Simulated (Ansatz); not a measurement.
# Ni on the 1x1 (101) surface of tetragonal HfO2 (a metastable polymorph) (cut with top plane O), one in a 2x1 cell, started at the site 'over Hf at depth 1.0 Å'

Host crystal: tetragonal HfO2, with a band gap (PBE, scalar-relativistic without spin-orbit coupling).

The numbers are results of PBE (plane waves to 420 eV, PAW; Ansatz, a program for electronic structure), not measurements.

Model: 37-atom slab, 7.6 Å thick at the start under the adsorbate (thin: gaps and levels are the slab's own), 3x3x1 mesh, Fermi-Dirac 0.01 eV, dipole correction, 16 atoms held, the rest relaxed; held to the start's symmetry, so lower structures may exist; spin-polarised, no spin-orbit, no U, no dispersion correction. The starting moment vanished. At the end it is bonded to 3 Hf + 2 O. In PBE it is, or lies within 0.03 eV of, the lowest of the starts that converged.

The adsorption energy against an atom of fcc Ni, ferromagnetic is 2.24 eV and the change of the step from the bottom to the top vacuum level, against the clean slab comes out as -0.089 eV. The energy released by relaxation is 1.93 eV and the height of the binding atom over the mean of the host atoms within 0.3 Å of the top one is 0.548 Å. The magnetic moment of the cell comes out as 0.00 μB. The nearest host atoms of the binding atom is O at 1.98 Å, O at 1.98 Å, Hf at 2.36 Å and the largest move of a host atom is 0.31 Å. The note is in the relaxation the adsorbate left its starting site by 1.4 Å.

A negative adsorption energy means that the adsorbate is more stable on the surface than in its reference.
